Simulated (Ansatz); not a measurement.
Results of r²SCAN (plane waves, PAW; Ansatz, a program for electronic structure) for β-phase O2.

Settings: plane-wave cutoff 600 eV, 22×22×22 k mesh, Fermi–Dirac smearing 0.059 eV (set by the program), scalar-relativistic PAW data made under PBE.

Cell (relaxed at this level):

```
CELL_PARAMETERS angstrom
      1.23266     0.71168     3.95508
     -1.23266     0.71168     3.95508
      0.00000    -1.42335     3.95508
ATOMIC_POSITIONS crystal
  O  0.94936 0.94936 0.94936
  O  0.05064 0.05064 0.05064
```

### Question
Predict the Voigt–Reuss–Hill bulk modulus and Voigt–Reuss–Hill shear modulus (Hill average).

### Answer

- Voigt–Reuss–Hill bulk modulus: 31.6 GPa
- Voigt–Reuss–Hill shear modulus (Hill average): 9.99 GPa

Note: the solid has open-shell d or p electrons, and the run has no spin polarisation; the volume lies 41 % below that of the published cell.

Elastic constants are with the ions relaxed.

Static lattice: no zero-point or thermal effects.

Cost on a shared machine: roughly 60 core-minutes.
